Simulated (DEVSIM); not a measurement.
Device: Cr/SiO2/n-Si capacitor, at 250 K.

| layer (left to right) | material | thickness (nm) | Nd (cm⁻³) |
|---|---|---|---|
| 1 | SiO2 | 1.90 | - |
| 2 | Si | 420 | 9.5e16 |

Metal gate on the left, work function 4.5 eV. Fixed charge at the semiconductor interface 2.7e10 cm⁻² (in units of +e); no interface traps.

The device is made up for the run: typed textbook-type constants, with dimensions and the other settings drawn at random. Values at 300 K; Nc and Nv go as T^1.5, mobilities as T to minus their exponent, the gap by Varshni's rule with the affinity fixed.

```csv
parameter,SiO2,Si
gap (eV),9,1.124
affinity (eV),0.9,4.05
permittivity,3.9,11.7
Nc (cm⁻³),-,2.86e19
Nv (cm⁻³),-,3.1e19
Varshni α (eV/K),-,0.000473
Varshni β (K),-,636
```

Model (solved in DEVSIM): 1D Poisson equation in equilibrium, Boltzmann statistics, complete ionisation; no quantum confinement or tunnelling. Metal contacts follow the ideal Schottky-Mott rule: no Fermi-level pinning, no interface dipoles.

Question: Tabulate band edges, carrier densities and field at -0.4 V on the gate.

Answer: Energies count from the Fermi level of the right contact; mesh points crowd at the junctions.

```csv
x (μm),Ec (eV),Ev (eV),n (cm⁻³),p (cm⁻³),field (V/cm)
0.000,4.000,-5.000,< 1e2,< 1e2,-420000
0.0005982,3.975,-5.025,< 1e2,< 1e2,-420000
0.001111,3.953,-5.047,< 1e2,< 1e2,-420000
0.001642,3.931,-5.069,< 1e2,< 1e2,-420000
0.002668,0.760,-0.376,10000,6.1e11,-140000
0.003941,0.743,-0.393,23000,2.8e11,-130000
0.006234,0.713,-0.423,94000,6.8e10,-130000
0.01190,0.641,-0.495,2600000,2.5e9,-120000
0.01988,0.549,-0.587,1.9e8,3.5e7,-110000
0.03357,0.412,-0.724,1.1e11,61000,-90000
0.05705,0.242,-0.894,2.8e14,< 1e2,-55000
0.1150,0.120,-1.016,8.4e16,< 1e2,-2100
0.1968,0.117,-1.019,9.5e16,< 1e2,≈ 0
0.2868,0.117,-1.019,9.5e16,< 1e2,≈ 0
0.3559,0.117,-1.019,9.5e16,< 1e2,≈ 0
0.3826,0.117,-1.019,9.5e16,< 1e2,≈ 0
0.3995,0.117,-1.019,9.5e16,< 1e2,≈ 0
0.4093,0.117,-1.019,9.5e16,< 1e2,≈ 0
0.4163,0.117,-1.019,9.5e16,< 1e2,≈ 0
0.4191,0.117,-1.019,9.5e16,< 1e2,≈ 0
0.4208,0.117,-1.019,9.5e16,< 1e2,≈ 0
0.4219,0.117,-1.019,9.5e16,< 1e2,≈ 0
```
